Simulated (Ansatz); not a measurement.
Take Rb₂PdP₂ (space group Cmcm, No. 63; a = 6.499 Å, b = 14.456 Å, c = 5.960 Å; a cell from a computed database, its experimental status unchecked) as the base. Axes: x, y, z lie along a, b, c of the conventional cell.

Calculations: Ansatz (a first-principles code) PBEsol, no spin-orbit coupling, earlier PAW set.

Strains are applied to the cell and any free atomic positions relax; under biaxial strain the out-of-plane vector relaxes too.

One change was made to it. Results:

The pressure (mean of the normal stresses, compression positive) goes from zero to 0.21 GPa; the valence-band top at Γ (three highest levels, from the VBM) goes from 0.00, -0.57, -0.90 eV to 0.00, -0.56, -0.89 eV; the energy grows by 0.3 meV/atom; the smallest direct gap is still 1.07 eV.

Task: Which of these changes matches the shifts?
(A) uniaxial strain ε_xx = −0.94 %
(B) uniaxial strain ε_zz = −1.94 %
(C) biaxial strain +2.92 %, plane normal [001], relaxed out of plane

Result: A, uniaxial strain ε_xx = −0.94 %. For comparison, the valence-band top at Γ in the other runs: uniaxial strain ε_zz = −1.94 % gives 0.00, -0.76, -1.04 eV; biaxial strain +2.92 %, plane normal [001], relaxed out of plane gives 0.00, -0.75, -1.00 eV.

No phonon test of stability was made.
